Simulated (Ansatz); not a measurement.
A computed series for AlN: pressure series

The reference is AlN in the wurtzite structure (space group P6_3mc, No. 186).

```
AlN
1.0
    3.11381     0.00000     0.00000
   -1.55691     2.69664     0.00000
    0.00000     0.00000     4.98335
Al N
2 2
Direct
  0.33333   0.66667   0.00000
  0.66667   0.33333   0.50000
  0.33333   0.66667   0.38200
  0.66667   0.33333   0.88200
```

Cell and atoms are relaxed at each pressure.

Level of theory: DFT with PBEsol, PAW potentials and a 420 eV plane-wave cutoff in Ansatz (a quantum-chemistry and plane-wave program), scalar-relativistic without spin-orbit coupling.

Candidates:
(a) pressure −1 GPa
(b) pressure 22.5 GPa
(c) pressure 9 GPa
(d) pressure 15 GPa

Before the change:

- Band gap = 4.09 eV

Q: Order them by band gap, lowest first.

A: (a) pressure −1 GPa (4.05 eV), (c) pressure 9 GPa (4.44 eV), (d) pressure 15 GPa (4.64 eV), (b) pressure 22.5 GPa (4.87 eV)

Load acts through the strain it causes; cell and atoms are relaxed under it. Whether these cells are dynamically stable was not tested. Measured, AlN leaves this structure (for rock salt) near 14 GPa (temperature not stated; as listed in Datta, Sujoy, Jana, Debnarayan, arXiv (2020)), on rising pressure, with hysteresis.
